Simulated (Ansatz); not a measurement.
**MgO: response to strain**

Take MgO in the rock salt structure (space group Fm-3m, No. 225; a = 4.214 Å) as the base. Axes: x, y, z lie along the cube axes.

Strains are applied to the cell and any free atomic positions relax; under biaxial strain the out-of-plane vector relaxes too.

Method: Ansatz (a program for electronic structure) PBEsol, no spin-orbit coupling.

| biaxial strain, plane normal [001], relaxed out of plane (%) | band gap (eV) |
|---|---|
| 0 | 4.62 |
| 0.5 | 4.55 |
| 1 | 4.47 |
| 2 | 4.33 |
| 2.5 | ? |
| 3 | 4.18 |

Fit E_g = E₀ + Dε (ε in %) to the rows shown and predict the withheld row.

Least squares on the printed values gives E₀ = 4.62 eV, D = -147 meV per % of strain (largest residual 0.00 eV); this predicts 4.25 eV, and the run gives 4.26 eV, in agreement.

Gaps are read on the SCF mesh and a high-symmetry path. Stability against distortions was not tested.
